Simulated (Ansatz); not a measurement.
The parent structure is BaTiO3 in the cubic perovskite structure (space group Pm-3m, No. 221; a = 3.9699 Å). Axes: x, y, z lie along the cube axes.

Computed with Ansatz (a first-principles code) PBEsol, without spin-orbit coupling.

Strains are applied to the cell and any free atomic positions relax.

One change was made to it. Results:

The smallest direct gap decreases by 0.01 eV, from 1.89 eV to 1.88 eV; the band gap decreases by 0.03 eV, from 1.82 eV to 1.79 eV.

Q: Which of these changes matches the shifts?
A. uniaxial strain ε_zz = +1.80 %
B. uniaxial strain ε_zz = +2.40 %
C. uniaxial strain ε_zz = +3.00 %
D. uniaxial strain ε_zz = +0.60 %

A: D, uniaxial strain ε_zz = +0.60 %. For comparison, the band gap in the other runs: uniaxial strain ε_zz = +1.80 % gives 1.74 eV; uniaxial strain ε_zz = +3.00 % gives 1.69 eV; uniaxial strain ε_zz = +2.40 % gives 1.72 eV.

Whether these cells are dynamically stable was not tested. The final runs are not spin-polarised. Many cubic perovskites are stable only at high temperature; tilts and polar distortions were not tested. This is not the structure that BaTiO3 has at room temperature and ambient pressure.
